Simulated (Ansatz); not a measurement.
Cost and result by functional for the surface energy of the (21-32) surface of hcp Ru in its 1x1 cell, outermost plane spacing 0.27 Å in the ideal cut (one of several cuts of this face), in Ansatz (plane waves, PAW). Single points on the PBE structure, on one kind of machine; costs are rough ratios of the slab run's core time (references not counted) to the cheapest single point. r2SCAN's cost holds its higher cutoff (500 against 420 eV). Differences are taken against r2SCAN for comparison alone: no measured value is at hand, so the table doesn't rank accuracy.

Model: 26-atom slab, 10.1 Å thick at the start (thin: gaps and levels are the slab's own), 8x6x1 mesh, Fermi-Dirac 0.1 eV, dipole correction, all atoms relaxed; start symmetry kept, larger cells not searched; no spin, no spin-orbit, no U. These notes are the PBE run's.

```csv
functional,relative cost,surface energy (J/m²),less r2SCAN (J/m²)
RPBE,1,2.99,-0.51
PBEsol,1,3.72,0.22
LDA,1,3.91,0.40
r2SCAN,2,3.50,0.00
PBE (the relaxed run's value),–,3.26,-0.25
```

The values span 0.91 J/m², while the single points' costs differ by a factor of roughly 2. Differences are of unrounded values.

Ansatz is a program for electronic structure.
